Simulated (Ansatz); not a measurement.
Functionals compared on a constructed model of the (110) surface of bcc W, a pseudomorphic layer of Ga in the host's stacking (bottom of the slab: a bare face, its two planes held), in Ansatz (plane waves, PAW). The structure was relaxed with PBE; the other rows are single points on it. Cutoff 420 eV (500 eV for r2SCAN).

Set-up: 7 atoms, 13.8 Å thick at the start with caps and adatoms (thin: gaps and levels are the slab's own); mesh 14x14x1; 0.1 eV smearing; dipole correction on; 2 atoms held, the rest relaxed; start symmetry kept, larger cells not searched; no spin, no spin-orbit, no U. It is one candidate, not shown to be the stable structure of the face. These notes are the PBE run's.

```json
[
 {"functional": "PBE", "work function of the top face (eV)": "4.60", "rough cost of the single point": "–"},
 {"functional": "RPBE", "work function of the top face (eV)": "___", "rough cost of the single point": "very roughly 80 core-seconds"},
 {"functional": "r2SCAN", "work function of the top face (eV)": "4.73", "rough cost of the single point": "about 2.2 core-minutes (a rough figure)"}
]
```

Question: What belongs in the gaps?

Answer: 
- RPBE, work function of the top face (eV): 4.48

Ansatz is an electronic-structure program.
